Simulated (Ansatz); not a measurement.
SnO: Sn → Rh

Consider SnO in the litharge type structure (space group P4/nmm, No. 129; a = 3.770 Å, c = 4.560 Å; layered, stacked along the Cartesian z axis).

Modification: Rh takes the place of Sn on all its sites; the structure is relaxed again.

Level of theory: PBEsol-D3(BJ) (Ansatz, an electronic-structure program), no SOC. k-mesh 14×14×12 (Γ-centred); smearing 0.05 eV (Fermi–Dirac), for the changed cell.

| quantity | base | changed | shift |
|---|---|---|---|
| volume per atom | 16.20 Å³ | 10.74 Å³ | -5.46 Å³ |
| density | 6.90 g/cm³ | 9.19 g/cm³ | +2.29 g/cm³ |
| lattice parameter a | 3.770 Å | 3.345 Å | -0.425 Å |
| c/a ratio | 1.209 | 1.148 | -0.0619 |
| space group | P4/nmm (No. 129) | P4/nmm (No. 129) | – |
| shortest interatomic distance | 2.211 Å | 2.062 Å | -0.149 Å |
| band gap | zero | zero | – |

Final structure:

```xyz
4
Lattice="3.3455 0.0000 0.0000 0.0000 3.3455 0.0000 0.0000 0.0000 3.8392" Properties=species:S:1:pos:R:3 pbc="T T T"
Rh     1.6727     0.0000     1.2053
Rh     0.0000     1.6727     2.6339
O      0.0000     0.0000     0.0000
O      1.6727     1.6727     0.0000
```

Cost of the whole job for the changed cell (relaxation, final SCF and bands): very roughly 2.4 core-minutes.

Whether these cells are dynamically stable was not tested. As relaxed here, RhO is a hypothetical phase, not in the database extracts checked. No Hubbard U is applied, and correlation can decide whether such a compound is a metal. All final runs are without spin polarisation. The zero or small gap of SnO can change with the level of theory.
